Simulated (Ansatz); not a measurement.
Given:

A slab with vacuum along the third vector:

```xyz
20
Lattice="4.0729 0.0000 0.0000 0.0000 9.9766 0.0000 0.0000 0.0000 27.0000" Properties=species:S:1:pos:R:3 pbc="T T T"
Ge     2.0365     3.1143     8.0406
Ge     2.0365     5.4480     8.7925
Ge     0.0000     6.7767     9.4017
Ge     0.0000     9.3236     9.2106
Ge     2.0365     0.0009    10.4918
Ge     2.0365     2.5388    10.5141
Ge     0.0000     3.3216    11.7316
Ge     0.0000     5.8146    11.7602
Ge     2.0365     6.6715    12.9184
Ge     2.0365     9.1624    12.9119
Ge     0.0000    -0.0172    14.0881
Ge     0.0000     2.4738    14.0816
Ge     2.0365     3.3307    15.2398
Ge     2.0365     5.8236    15.2684
Ge     0.0000     6.6064    16.4859
Ge     0.0000     9.1444    16.5082
Ge     2.0365    -0.1784    17.7894
Ge     2.0365     2.3685    17.5983
Ge     0.0000     3.6973    18.2075
Ge     0.0000     6.0309    18.9594
```

Set-up: 20 atoms, 10.6 Å thick at the start; mesh 6x3x1; 0.025 eV smearing; dipole correction on; all atoms relaxed; symmetry of the start imposed; no spin (no spin-polarised run to compare, though such a face may carry moments), no spin-orbit, no U. The slab shows no gap on its mesh.

**Question.** Estimate the surface energy (mean of both faces) that PBE (Ansatz, a program for electronic structure) returns for this input.

**Answer.** 1.04 J/m²

**Question.** Predict the work function of the top face from PBE.

**Answer.** 4.52 eV
